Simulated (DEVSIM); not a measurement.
Ge n-p junction from an implanted or diffused profile

System: Ge n-p junction from an implanted or diffused profile, at 300 K.

```tsv
layer (left to right)	material	thickness (μm)	Na (cm⁻³)	τn (s)	τp (s)
1	Ge	41.0	7.7e14	1.9e-7	1.9e-7
```

Added donor profile: 9.9e16 cm⁻³ × exp(−(x − 0.041 μm)²/(2·(0.035 μm)²)). Left contact: ohmic. Right contact: ohmic. Voltage is applied to the left contact. Recombination: SRH at mid-gap, radiative, Auger. Mobility is μmin + (μ − μmin)/(1 + (N/Nref)^α).

Constants are typed, rounded textbook-type inputs, not results; the design itself was drawn at random and stands for no fabricated device. Values at 300 K.

```tsv
parameter	Ge
gap (eV)	0.664
affinity (eV)	4
permittivity	16
Nc (cm⁻³)	1.04e19
Nv (cm⁻³)	6e18
μn (cm²/Vs)	3900
μp (cm²/Vs)	1900
μn,min	150
μp,min	100
Nref,n	2.6e17
Nref,p	4e17
αn	0.56
αp	0.6
B (cm³/s)	6.4e-14
Cn (cm⁶/s)	1e-31
Cp (cm⁶/s)	1e-31
```

Model (solved in DEVSIM): 1D drift-diffusion, Boltzmann statistics, complete ionisation; no tunnelling, impact ionisation, image-force lowering or self-heating.

```
Property                                         Value
---------------------------------------------  -------
Potential step across the device at zero bias  0.294 V
Dark forward voltage at 1 A/cm²                0.141 V
Dark forward voltage at 100 A/cm²              0.533 V
```

Dark forward current:

```csv
V (V),J (A/cm²)
-0.05,-0.039
-0.15,-1.3
-0.20,-4.1
-0.30,-18
-0.40,-44
-0.45,-62
-0.55,-110
-0.65,-170
-0.75,-250
-0.80,-290
-0.90,-390
-1.00,-500
-1.05,-560
-1.15,-700
```
